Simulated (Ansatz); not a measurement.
# Y: Y → Rb

The reference is Y in the hcp (Mg type) structure (space group P6_3/mmc, No. 194; a = 3.683 Å, c = 5.698 Å).

Now apply this change: every Y is replaced by Rb; the structure is relaxed again.

The values are results of r2SCAN in Ansatz (plane waves to 500 eV, PAW, without spin-orbit coupling), not measurements. Γ-centred 11×11×6 mesh, Fermi–Dirac width 0.05 eV, for the changed cell.

The volume per atom grows by 62.08 Å³, from 33.46 Å³ to 95.54 Å³ and the density drops by 2.926 g/cm³, from 4.41 g/cm³ to 1.49 g/cm³. The lattice parameter a goes up by 1.4296 Å to 5.112 Å and the c/a ratio grows by 0.104 (1.547 → 1.651). The space group is still P6_3/mmc (No. 194) and the band gap remains zero.

Stability against distortions was not tested. For Rb in this form, whether it has been made was not checked. All final runs are without spin polarisation. This is not the structure that Rb has at room temperature and ambient pressure.

Ansatz is a program for electronic structure.
